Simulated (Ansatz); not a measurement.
End structure of a constructed model of the (0001) surface of hcp Ti, a layer of W in place of the third plane (bottom of the slab: a bare face, its two planes held):

```
CELL_PARAMETERS angstrom
      2.93864     0.00000     0.00000
     -1.46932     2.54493     0.00000
      0.00000     0.00000    28.00000
ATOMIC_POSITIONS crystal
  Ti 0.66667 0.33333 0.29191
  Ti 0.33333 0.66667 0.37498
  Ti 0.66667 0.33333 0.45849
  W  0.33333 0.66667 0.54234
  Ti 0.66667 0.33333 0.62630
  Ti 0.33333 0.66667 0.70420
```

Slab: 6 atoms, 11.7 Å thick at the start; k 15x15x1, smearing 0.1 eV, dipole-corrected; 2 atoms held, the rest relaxed; symmetry of the start imposed; no spin, no spin-orbit, no U. In PBE it is, or lies within 0.01 eV a 1x1 cell of, the lowest of the 2 structures of its composition computed so far; larger cells were not tried.

**Question.** What is the computed work function of the top face (PBE (Ansatz, an electronic-structure program))?

**Answer.** 4.39 eV
